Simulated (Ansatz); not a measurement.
We consider BN (model structure, started from the rocksalt type, Fm-3m, No. 225, 2 atoms in the cell), described by HSE06 in Ansatz (plane waves, PAW).

Numerical settings: plane-wave cutoff 520 eV, 14×14×14 k mesh, scalar-relativistic PAW data made under PBE.

Computed at the level's own relaxed cell.

Hill averages of the elastic tensor: K = 426.6 GPa, G = 355.7 GPa. Volume 5.213 Å³/atom, mean atomic mass 12.409 u.

Task: Work out the density, the sound velocities of a polycrystal and the elastic Debye temperature at this level.

Result: ρ = 1.66054 × 12.409/5.213 = 3.953 g/cm³. v_l = √[(K + 4G/3)/ρ] = 15.096 km/s and v_t = √(G/ρ) = 9.486 km/s. The mean follows from 3/v_m³ = 1/v_l³ + 2/v_t³: v_m = 10.444 km/s. Θ_D = (ħ/k_B) v_m (6π²/V)^(1/3) = 76.38 K Å s/km × 10.444 × 2.2480 Å⁻¹ = 1793 K, counting all atoms of the cell.

Note: the relaxation could raise the start's symmetry but not lower it, so the cell can be a saddle point.

A model structure was made by putting elements into a prototype or built by hand; it is no filed structure, need not be a known phase, and can be a saddle point held by its symmetry.

Ansatz is a quantum-chemistry and plane-wave program.
